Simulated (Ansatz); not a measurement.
A working Ansatz (an electronic-structure program) input for BeTe (Pm-3m, 2 atoms in the cell) (DFT, LDA (PW92), plane waves, default PAW files made with PBE):

Ansatz 0.2 input:
```yaml
# BeTe
crystal:
  lattice:
    - [3.062649, 0.000000, 0.000000]
    - [0.000000, 3.062649, 0.000000]
    - [0.000000, 0.000000, 3.062649]
  atoms:
    - { symbol: Be, position: [0.000000, 0.000000, 0.000000] }
    - { symbol: Te, position: [0.500000, 0.500000, 0.500000] }
kpoints:
  mp_grid:
    grid: [9, 9, 9]
hamiltonian:
  xc: lda
  pseudopotentials:
    kind: paw
scf:
  occupations:
    method: fermi_dirac
    width: 0.1
output:
  forces: true
  eigenvalues: true
  stress: true
```

The run converged in 6 iterations: free energy E − TS (on the zero of these files) -6913.5245 eV; Fermi level (on the code's own zero) 15.08 eV; pressure 26.21 GPa. Each of these slips is then made, one at a time:

(1)
```diff
-    grid: [9, 9, 9]
+    grid: [1, 1, 1]
```

(2)
```diff
-    - [0.000000, 0.000000, 3.062649]
+    - [3.062649, 3.062649, 0.000000]
```

(3)
```diff
+  max_iter: 40
+  convergence:
+    dr2_threshold: 1.0e-22 eV
```

**Question.** What happens in each case?

**Answer.** 
(1) A single k-point for a small metallic cell. The run converged in 6 iterations without an error; against the sound input the free energy rises by 4.90 eV/atom and the pressure goes from 26.21 to 46.58 GPa.

(2) Linearly dependent lattice vectors. The program stopped before any SCF iteration, with the message: Error: invalid value for `crystal.lattice`: the lattice is degenerate (Ω = 0 Å³): its volume is under 1e-10 Å³.

(3) A threshold far tighter than needed, beside a limit on iterations. The run converged in 12 iterations, and against the sound input the free energy hardly moves (within 1 meV/atom) and the pressure stays at 26.21 GPa. It cost iterations: the sound input took 6.

The starting cell was generated: these elements placed on a structure prototype, without a prior relaxation; it need not be a known phase or ordering of this composition. In the base run, with a pressure of about 26 GPa the cell is away from its equilibrium volume at this level. Ansatz's pressure includes its estimate of the finite-basis (Pulay) stress. The run gives no clean gap (levels at the Fermi energy touch, overlap or are partly filled at this smearing), which alone does not show that the compound is a metal.

Left out of this page: 4 runs of the series outside the window shown, repeating another row's setting, or not comparable.
